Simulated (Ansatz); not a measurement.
**Band gap of B (model structure, started from the C4 type, I4₁32, No. 214, 4 atoms in the cell) at several levels of theory**

No measured value is used here.

```
level (code)                value (eV)  cell (Å³/atom)
---------------------  ---------------  --------------
LDA (Ansatz)           1.41 (indirect)           12.11
PBEsol (Ansatz)        1.41 (indirect)           12.43
r²SCAN+rVV10 (Ansatz)  1.74 (indirect)           12.44
PBE0 (Ansatz)                      [?]           12.43
G0W0@PBEsol (Ansatz)   2.14 (indirect)           12.43
```

Problem. Complete the blanks.

Solution. 
- PBE0 (Ansatz, a first-principles code), value (eV): 3.14 (indirect)

Computed values are for a static lattice.  G0W0@PBEsol: the correction to the complete basis was taken at k points off the band edges. Values are at the level's own relaxed cell; PBE0 at the PBEsol cell; G0W0@PBEsol at the PBEsol cell. Cutoffs and k meshes differ between the levels. Ansatz's density-functional and Hartree–Fock values are scalar-relativistic unless marked +SOC, with PAW data made under PBE.

A model structure was made by putting elements into a prototype or built by hand; it is no filed structure, need not be a known phase, and can be a saddle point held by its symmetry.
